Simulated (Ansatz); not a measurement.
## fcc Ir (0 0 1) on zinc-blende AlAs (0 0 1) (film strained to the substrate, started from cuts of the bulks and a machine-learned relaxation; slabs Al6As5 and Ir12, which can lie off the formulas)

A periodic stack without vacuum, fcc Ir (0 0 1) on zinc-blende AlAs (0 0 1) (film strained to the substrate, started from cuts of the bulks and a machine-learned relaxation; slabs Al6As5 and Ir12, which can lie off the formulas): substrate slab Al6As5, film Ir12, surface cells [[1, 0], [1, 1]] and [[0, -1], [2, 1]], film strained by +4.6 and +4.6 %, outermost planes Al/Al and Ir/Ir as cut, which need not be the usual terminations and can put a slab off its formula.

The start was prepared with a machine-learned potential, and the result is one local minimum, with the in-plane cell held and forces under 0.04 eV/Å; the film can end far from its bulk form.

Method: PBE (plane waves to 420 eV, PAW; Ansatz, a program for electronic structure). Scalar-relativistic, without spin–orbit coupling; the runs are not spin-polarised; PBE gaps are too small against experiment. Its k-point mesh 8×8×1, Fermi–Dirac width 0.05 eV.

```
Item                                                                                        Value
--------------------------------------------------------------------------------  ---------------
interface area                                                                            16.4 Å²
period                                                                                    26.68 Å
heights between the nearest atoms of the two slabs at the two interfaces          1.54 and 1.53 Å
Al–Ir contacts across the interfaces within 1.22 times the sum of covalent radii   8, mean 2.56 Å
As–Ir contacts across the interfaces within 1.22 times the sum of covalent radii   2, mean 2.98 Å
hole barrier (PBE)                                                                        0.71 eV
electron barrier (PBE)                                                                    0.79 eV
```

```
CELL_PARAMETERS angstrom
      4.05038     0.00029     0.05517
      0.00043     4.05040    -0.05599
      1.65711     0.37197    26.70423
ATOMIC_POSITIONS crystal
  Al 0.89632 0.82114 0.13101
  Al 0.44966 0.32114 0.02422
  Al 0.78908 0.82092 0.34585
  Al 0.34255 0.32114 0.23855
  Al 0.68144 0.82077 0.56018
  Al 0.23520 0.32089 0.45341
  As 0.92250 0.32119 0.07844
  As 0.81578 0.32094 0.29220
  As 0.36944 0.82116 0.18485
  As 0.70895 0.32061 0.50603
  As 0.26229 0.82089 0.39956
  Ir 0.11854 0.32035 0.68587
  Ir 0.61747 0.82089 0.68815
  Ir 0.65264 0.32068 0.61781
  Ir 0.15143 0.82060 0.62034
  Ir 0.04763 0.32056 0.82821
  Ir 0.54792 0.82108 0.82745
  Ir 0.58353 0.32099 0.75667
  Ir 0.08337 0.82052 0.75654
  Ir 0.97834 0.32073 0.96682
  Ir 0.47965 0.82104 0.96394
  Ir 0.51364 0.32096 0.89616
  Ir 0.01232 0.82065 0.89864
```
